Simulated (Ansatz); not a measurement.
# BN, response to strain

Start from BN in the zinc blende structure (space group F-43m, No. 216; a = 3.624 Å).

Strains are applied to the cell and any free atomic positions relax.

Calculations: PBE (Ansatz, a program for electronic structure), no SOC, earlier PAW set.

```csv
isotropic strain (%),band gap (eV)
-5.06,4.61
-4,4.58
-1.83,?
0,4.46
```

Fit E_g = E₀ + Dε (ε in %) to the rows shown and predict the withheld row.

Least squares on the printed values gives E₀ = 4.46 eV, D = -29.7 meV per % of strain (largest residual 0.00 eV); this predicts 4.51 eV, and the run gives 4.52 eV, in agreement.

Stability against distortions was not tested.
